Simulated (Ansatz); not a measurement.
An Ansatz (a program for electronic structure) run: Ca with a change (uniaxial strain ε_zz = −3.55 %); r2SCAN/PAW in Ansatz, without spin-orbit coupling.

Input:

Ansatz 0.2 input:
```yaml
crystal:
  lattice:
    - [0, 2.7842276537, 2.685387572]
    - [2.7842276537, 0, 2.685387572]
    - [2.7842276537, 2.7842276537, 0]
  atoms:
    - { symbol: Ca, position: [0, 0, 0] }
basis: { ecutwfc: 500, ecutrho_ratio: 4, xc_grid: 4, fft_grid_basis: typed }
kpoints: { mp_grid: { grid: [20, 20, 20] } }
hamiltonian:
  xc: r2scan
  dispersion: none
  pseudopotentials: { kind: paw }
scf: { occupations: { method: fermi_dirac, width: 0.1 }, convergence: { dr2_threshold: 0.0000000001 } }
relax: { f_tol: 0.005, max_steps: 50 }
output: { forces: true, stress: true }
checkpoint: { write: state.ck, write_every: 1000 }
```

Output:

```
Relaxation: its limit of steps is 50 (relax.max_steps)
WARN ansatz: RAYON_NUM_THREADS=1 ignored (pool sized by the plan → 1); use --threads N
Pseudopotentials: kind: paw
Pseudopotential: Ca, paw, valence charge 10
Functional definition: r2SCAN
Crystal: 1 atoms, lattice volume = 41.634 Å³
Basis set: ecut = 500 eV, 1049 PW (Γ), exchange–correlation on 120×120×120 points (64 copies of the dense FFT grid, shifted against one another)
Bands: 9, of which v1, the nominal top of the filled ones, is band 5 counted from 1 (4 counted from 0)
Symmetry: 16 space group operations
Space group: I4/mmm (ITA 139), of the structure as read, at distance tolerance 3.5e-5 Å
k-points: 641 of 8000
PAW frozen core: Ca, regenerated for the run's functional
Initial density: superposition of atomic densities (neutral atoms: chi_scale 0, normalization atom), corrected by the library's trained network
Initial wavefunctions: pseudopotential atomic-orbital guess
Eigensolver: davidson
Functional: x = r2scan, c = r2scan; τ floored in thin density (d = 2e-4 eV/Å³)
SCF iter   1: F=—  HF=-1821.669963 eV  |F-HF|=—  |Δ(HF+E_count)|=         —  Δρ=4.44e-3  dr2=8.15e-3  dr2_τ=1.20e-3  ethr=1.77e-3  ⟨swp⟩=5.7  Hψ=46769  notcnv=0
all-band conjugate gradients solve this SCF's bands
preconditioner: auto → none
SCF iter   2: F=—  HF=-1821.689289 eV  |F-HF|=—  |Δ(HF+E_count)|=   1.93e-2  Δρ=2.37e-3  dr2=2.92e-3  dr2_τ=6.20e-5  ethr=8.15e-5  ⟨swp⟩=2.8  Hψ=16023  notcnv=0
SCF iter   3: F=—  HF=-1821.689048 eV  |F-HF|=—  |Δ(HF+E_count)|=   2.42e-4  Δρ=2.37e-4  dr2=2.90e-5  dr2_τ=8.36e-6  ethr=2.92e-5  ⟨swp⟩=2.1  Hψ=10720  notcnv=0
SCF iter   4: F=—  HF=-1821.689093 eV  |F-HF|=—  |Δ(HF+E_count)|=   4.48e-5  Δρ=6.84e-5  dr2=1.79e-6  dr2_τ=2.54e-7  ethr=2.90e-7  ⟨swp⟩=2.0  Hψ=8901  notcnv=0
SCF iter   5: F=—  HF=-1821.689093 eV  |F-HF|=—  |Δ(HF+E_count)|=   2.90e-7  Δρ=2.26e-5  dr2=1.35e-7  dr2_τ=1.85e-8  ethr=1.79e-8  ⟨swp⟩=2.8  Hψ=9274  notcnv=0
SCF iter   6: F=—  HF=-1821.689093 eV  |F-HF|=—  |Δ(HF+E_count)|=   1.46e-7  Δρ=2.38e-6  dr2=2.42e-9  dr2_τ=1.78e-10  ethr=1.35e-9  ⟨swp⟩=3.0  Hψ=9775  notcnv=0
SCF iter   7: F=-1821.689093 eV  HF=-1821.689093 eV  |F-HF|=5.59e-11  |Δ(HF+E_count)|=  5.91e-10  Δρ=2.77e-7  dr2=3.61e-11  dr2_τ=1.74e-12  ethr=1.00e-12  ⟨swp⟩=3.0  Hψ=21231  notcnv=0
SCF 1 converged in 7 iterations: F = -1821.689093 eV  dr2 = 3.61e-11
relax step   1: F+E_penalty+E_count = -1821.68909295 eV  Δ(F+E_penalty+E_count) = +0.000e0 eV  max|allowed force component| = 0.000e0 eV/Å  Δτ_max = 0.0000 Å  (7 SCF iters, accepted)
Crystal: 1 atoms, lattice volume = 41.634 Å³
Initial density: handed on by an earlier stage of this run
Initial wavefunctions: those handed on with the density
iter 1 solved again at ethr=1.00e-12 eV; its pass at ethr=3.10e-3 eV (dr2=3.61e-11 eV) is discarded
SCF iter   1: F=—  HF=-1821.689093 eV  |F-HF|=—  |Δ(HF+E_count)|=         —  Δρ=2.77e-7  dr2=3.61e-11  dr2_τ=1.74e-12  ethr=1.00e-12  ⟨swp⟩=1.0  Hψ=42857  notcnv=0
preconditioner: auto → none
SCF iter   2: F=-1821.689093 eV  HF=-1821.689093 eV  |F-HF|=5.00e-12  |Δ(HF+E_count)|=  5.75e-11  Δρ=1.50e-7  dr2=1.03e-11  dr2_τ=3.07e-13  ethr=1.00e-12  ⟨swp⟩=3.2  Hψ=15070  notcnv=0
SCF 2 converged in 2 iterations: F = -1821.689093 eV  dr2 = 1.03e-11
SCF converged after 2 iterations
Free energy (F): -1821.689093 eV
Harris-Foulkes:  -1821.689093 eV  (|F-HF|=5.00e-12)
Internal energy: -1821.653056 eV  (E = F + TS)
E sigma→0 (E₀):  -1821.671075 eV
Entropy (-TS):   -0.036037 eV (-36.037 meV/atom)
Fermi energy:    5.071174 eV
--- Per-component energies (eV) ---
  E_band       = -182.674306
  E_kinetic    = 275.283192
  E_local      = -842.356817  (includes V_loc(G=0)·N_el)
  E_nonlocal   = 63.189036
  E_hartree    = 281.068547
  E_xc         = -134.942253
  E_vxc        = -191.328123  (∫ρ·V_xc dr)
  E_paw        = -863.690987  (= ΣΔE_a)
  E_vpaw       = -61.172038  (= ΣTr[D̂ρ^β])
  E_aug_tail   = -0.000004  (compensation charges beyond the density's cutoff)
  E_vtau       = 11.573367  (kinetic-family band-sum trace: ∫τ·v_τ [+ j·A + Jᵃ·Aᵃ] dr)
  E_ewald      = -599.983104
  E_core_change = -0.220665  (= ΣΔE_core)
  E_smearing   = -0.036037  (= −TS)
  E_closure    = 0.000000  (closes the sum)
  Σ components = -1821.689093   (vs F -1821.689093, Δ=0.00e0)
  [band-id]    e_kinetic+e_local+e_nonlocal+2·e_hartree+e_vxc+e_vpaw+e_augmentation_tail+e_vtau = -182.674293   (vs E_band -182.674306, Δ=1.24e-5)
--- Forces (eV/Å), atoms counted from 1 ---
  atom   1  Ca     0.00000000     0.00000000     0.00000000
  max |Σ_I F_I| component: 6.31e-30 eV/Å
--- Stress (GPa, compression-positive) ---
        0.611168       0.000000       0.000000
        0.000000       0.611168       0.000000
        0.000000       0.000000       0.815576
  P = ⅓ Tr σ = 0.6793 GPa (6.793 kbar)
  The stress holds the Pulay correction. Without it, at fixed plane waves, as pw.x and ABINIT print it: P = 0.6666 GPa
  The stress includes an estimate of the error left by incomplete SCF convergence (largest component -0.0000 GPa).
--- Band table ---
  band table: none
--- Relaxed structure (1 steps of the walk, 1 accepted, 0 SCFs on fresh bases) ---
  F+E_penalty+E_count = -1821.68909295 eV   max|allowed force component| = 0.000e0 eV/Å
  atoms:
    - { symbol: Ca, position: [0.0, 0.0, 0.0] }
```

Stability against distortions was not tested. The cell was made from Ca in the fcc (Cu type) structure (space group Fm-3m, No. 225) by this change: uniaxial strain ε_zz = −3.55 %.
